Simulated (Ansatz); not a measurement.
The cell is made up: elements placed on another compound's structure type, so the phase may be hypothetical.

By r2SCAN, the system below comes out a metal.

A figure of merit of an interconnect metal is its ballistic conductance per area.

Given:

```
TiC
1.0
    4.21759     0.00000     0.00000
    0.00000     4.21759     0.00000
    0.00000     0.00000     4.21759
Ti C
3 3
Cartesian
  0.00000   2.10879   2.10879
  2.10879   0.00000   2.10879
  2.10879   2.10879   0.00000
  2.10879   0.00000   0.00000
  0.00000   2.10879   0.00000
  0.00000   0.00000   2.10879
```

Space group of this cell: Pm-3m. The cell was relaxed by PBE-D3(BJ); by r2SCAN its mean pressure is 4.1 GPa.

The current flows along the normal of the first two printed cell vectors. No spin-orbit coupling; the value is a mean over 0.1 eV about the Fermi level.

Give the ballistic conductance per area that r2SCAN (Ansatz, an electronic-structure program) yields.

0.86 × 10¹⁵ S/m² for both spins.
